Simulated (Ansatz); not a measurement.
# SnC (model structure, started from the zincblende type, F-43m, No. 216, 2 atoms in the cell)

Calculation: PBE0 (plane waves, PAW; Ansatz, a program for electronic structure).

Numerical settings: plane-wave cutoff 460 eV, 8×8×8 k mesh, Fermi–Dirac smearing 0.01 eV, scalar-relativistic PAW data made under PBE.

Cell (relaxed with PBEsol):

```
SnC
1.0
    0.00000     2.51701     2.51701
    2.51701     0.00000     2.51701
    2.51701     2.51701     0.00000
C Sn
1 1
Direct
  0.75000   0.75000   0.75000
  0.00000   0.00000   0.00000
```

band gap: 2.24 eV (on the SCF k mesh)

Note: the relaxation could raise the start's symmetry but not lower it, so the cell can be a saddle point; cell and atoms aren't relaxed at this level (pressure -0.7 GPa).

Spin–orbit coupling is not included.

Computing time: very roughly 2.0 core-minutes.

A model structure was made by putting elements into a prototype or built by hand; it is no filed structure, need not be a known phase, and can be a saddle point held by its symmetry.
